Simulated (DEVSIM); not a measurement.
System: Cr/La2O3/p-Si capacitor, at 300 K.

```csv
layer (left to right),material,thickness (nm),Na (cm⁻³)
1,La2O3,5.70,-
2,Si,7800,5.4e15
```

Metal gate on the left, work function 4.5 eV. Fixed charge at the semiconductor interface -5.7e10 cm⁻² (in units of +e); no interface traps.

The device is made up for the run: typed textbook-type constants, with dimensions and the other settings drawn at random. Values at 300 K.

| parameter | La2O3 | Si |
|---|---|---|
| gap (eV) | 5.8 | 1.124 |
| affinity (eV) | 1.8 | 4.05 |
| permittivity | 27 | 11.7 |
| Nc (cm⁻³) | - | 2.86e19 |
| Nv (cm⁻³) | - | 3.1e19 |

DEVSIM, 1D Poisson equation in equilibrium, Boltzmann statistics, complete ionisation; no quantum confinement or tunnelling. Metal contacts follow the ideal Schottky-Mott rule: no Fermi-level pinning, no interface dipoles.

Task: Tabulate band edges, carrier densities and field at 0.0 V on the gate.

Result: Energies count from the Fermi level of the right contact; mesh points crowd at the junctions.

| x (μm) | Ec (eV) | Ev (eV) | n (cm⁻³) | p (cm⁻³) | field (V/cm) |
|---|---|---|---|---|---|
| 0.000 | 2.700 | -3.100 | < 1e2 | < 1e2 | 15000 |
| 0.001281 | 2.702 | -3.098 | < 1e2 | < 1e2 | 15000 |
| 0.003307 | 2.705 | -3.095 | < 1e2 | < 1e2 | 15000 |
| 0.004968 | 2.708 | -3.092 | < 1e2 | < 1e2 | 15000 |
| 0.006604 | 0.461 | -0.663 | 5.1e11 | 2.3e8 | 26000 |
| 0.009357 | 0.468 | -0.656 | 3.9e11 | 3.0e8 | 26000 |
| 0.01578 | 0.485 | -0.639 | 2.0e11 | 5.7e8 | 26000 |
| 0.03893 | 0.542 | -0.582 | 2.3e10 | 5.1e9 | 24000 |
| 0.08479 | 0.641 | -0.483 | 4.9e8 | 2.4e11 | 20000 |
| 0.1918 | 0.805 | -0.319 | 870000 | 1.3e14 | 11000 |
| 0.4269 | 0.898 | -0.226 | 24000 | 4.9e15 | 450 |
| 1.297 | 0.900 | -0.224 | 22000 | 5.4e15 | ≈ 0 |
| 3.020 | 0.900 | -0.224 | 22000 | 5.4e15 | ≈ 0 |
| 5.614 | 0.900 | -0.224 | 22000 | 5.4e15 | ≈ 0 |
| 7.090 | 0.900 | -0.224 | 22000 | 5.4e15 | ≈ 0 |
| 7.500 | 0.900 | -0.224 | 22000 | 5.4e15 | ≈ 0 |
| 7.675 | 0.900 | -0.224 | 22000 | 5.4e15 | ≈ 0 |
| 7.748 | 0.900 | -0.224 | 22000 | 5.4e15 | ≈ 0 |
| 7.788 | 0.900 | -0.224 | 22000 | 5.4e15 | ≈ 0 |
| 7.799 | 0.900 | -0.224 | 22000 | 5.4e15 | ≈ 0 |
| 7.803 | 0.900 | -0.224 | 22000 | 5.4e15 | ≈ 0 |
| 7.806 | 0.900 | -0.224 | 22000 | 5.4e15 | ≈ 0 |
